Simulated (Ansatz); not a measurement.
Consider TiC in the rock salt structure (space group Fm-3m, No. 225; a = 4.3278 Å; relaxed with 0.1 eV smearing). Axes: x, y, z lie along the cube axes.

The values are results of r2SCAN (Ansatz, a program for electronic structure), no spin-orbit coupling, not measurements.

Strains are applied to the cell and any free atomic positions relax; under biaxial strain the out-of-plane vector relaxes too.

One change was made to it. Results:

```json
[
 {"quantity": "volume per atom", "base": "10.13 Å³", "after": "10.21 Å³"},
 {"quantity": "energy relative to the base (free energy F)", "base": "0 meV/atom", "after": "+0.9 meV/atom"},
 {"quantity": "band gap", "base": "zero", "after": "zero"}
]
```

Q: What was done to the base?
A) biaxial strain +2.50 %, plane normal [001], relaxed out of plane
B) biaxial strain +2.00 %, plane normal [001], relaxed out of plane
C) biaxial strain +3.00 %, plane normal [001], relaxed out of plane
D) biaxial strain +0.50 %, plane normal [001], relaxed out of plane
E) biaxial strain +1.50 %, plane normal [001], relaxed out of plane

A: D, biaxial strain +0.50 %, plane normal [001], relaxed out of plane. For comparison, the energy relative to the base in the other runs: biaxial strain +1.50 %, plane normal [001], relaxed out of plane gives +8.0 meV/atom; biaxial strain +2.50 %, plane normal [001], relaxed out of plane gives +22 meV/atom; biaxial strain +2.00 %, plane normal [001], relaxed out of plane gives +14 meV/atom; biaxial strain +3.00 %, plane normal [001], relaxed out of plane gives +31 meV/atom.

Whether these cells are dynamically stable was not tested. The final runs are not spin-polarised.
